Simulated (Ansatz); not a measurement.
For GaAs (model structure, started from the beta GaS type, P6₃/mmc, No. 194, 8 atoms in the cell), PBEsol (Ansatz, a first-principles code, plane waves, PAW) gives:

| Item | Result |
|---|---|
| equilibrium lattice constant a | 4.050 Å |
| c axis length | 12.834 Å |
| formation enthalpy | 0.051 eV/atom |

What does PBE-D3(BJ) (PAW; Ansatz) give for the same quantities?


- lattice constant a: 4.056 Å (increases by 0.1 %)
- lattice parameter c: 12.941 Å (goes up by 0.8 %)
- formation enthalpy: 0.061 eV/atom (increases by 0.010 eV/atom)

Changes are worked out from the printed values.

Unless a cell is named, each level is at its own relaxed cell (PBEsol 22.79, PBE-D3(BJ) 23.04 Å³/atom).

Ansatz's density-functional and Hartree–Fock values are scalar-relativistic unless marked +SOC, with PAW data made under PBE.

A model structure was made by putting elements into a prototype or built by hand; it is no filed structure, need not be a known phase, and can be a saddle point held by its symmetry.
